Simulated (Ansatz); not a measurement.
SiO2: response to strain

Base system: SiO₂ (space group P3_221, No. 154; a = 4.8658 Å, c = 5.3652 Å). Axes: x lies along a and z along c of the hexagonal cell.

Strains are applied to the cell and any free atomic positions relax.

Computed with LDA, PAW, 420 eV (Ansatz, a quantum-chemistry and plane-wave program; scalar-relativistic without spin-orbit coupling).

Notes on the quantities. energy relative to the base: free energy F.

```json
[
 {"uniaxial strain ε_zz (%)": "-3", "energy relative to the base (meV/atom)": "3.6"},
 {"uniaxial strain ε_zz (%)": "-2.25", "energy relative to the base (meV/atom)": "2.0"},
 {"uniaxial strain ε_zz (%)": "-1.5", "energy relative to the base (meV/atom)": "0.9"},
 {"uniaxial strain ε_zz (%)": "-0.75", "energy relative to the base (meV/atom)": "?"},
 {"uniaxial strain ε_zz (%)": "0", "energy relative to the base (meV/atom)": "0.0"}
]
```

Fit ΔE = Aε² + Bε³ (ε in %) to the rows shown and predict the withheld row.

Least squares on the printed values gives A = 0.390 and B = -0.0033 meV/atom (largest residual 0.0 meV/atom); this predicts 0.2 meV/atom, and the run gives 0.2 meV/atom, in agreement.

Stability against distortions was not tested.
